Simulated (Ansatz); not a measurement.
**WS2: axis ratio against pressure**

WS2 (2H layered, P6_3/mmc, 17.434 Å³/atom and stress up to 0.01 GPa in the relaxed cell, c along z) under hydrostatic pressure, with the cell free. PBE-D3(BJ) in Ansatz, a plane-wave DFT program (PAW, default set), 420 eV, 12×12×3 Γ-centred mesh, Fermi-Dirac smearing 0.05 eV; ions are relaxed, or left where forces stay under 0.02 eV/Å, within the symmetry of each cell.

Here P stands for pressure and y for c/a.

| pressure (GPa) | c/a |
|---|---|
| -2.0 | 4.010 |
| -1.0 | 3.904 |
| 0.0 | 3.849 |
| 0.3 | 3.836 |
| 0.7 | 3.821 |
| 1.5 | 3.796 |
| 5.0 | ? |

### Question
Using a straight line, estimate the missing y at P = 5.0 from the other rows, showing the fit.

### Answer
Means: P -0.083333, y 3.8693. About the means, the sum of products is -0.46983 and the sum of squares of P is 7.7883; the slope is their ratio. Least squares gives y = 3.8643 - 0.06033·P. Residuals (row less fit): 0.0250, -0.0206, -0.0153, -0.0102, -0.0011, 0.0222; standard error 0.0217 (degrees of freedom: 4). At the withheld row, y = 3.8643 - 0.06033 × 5.0 = 3.5627. The calculation gives 3.727, 0.1643 above the prediction (58.1 % of the range of y in the table). The row lies outside the fitted rows, so this is an extrapolation. From the scatter of the fitted rows alone, a prediction at this place has a standard error of 0.0460, so the miss is 3.6 times that.

A polynomial of degree 2 through the 7 other runs of the series gives 3.798 there. Spin-orbit coupling is left out, which can shift these values for the heavy elements here. Other structures, which can take over under pressure, weren't tried. Rows are the converged runs of the series near zero and its far end, less any whose ions stayed unrelaxed beside relaxed ones; series whose fitted rows scatter by over a few per cent of the range, as at a crossing or softening among them, aren't shown in this form. Most that stay on the fit to the last digits aren't either.
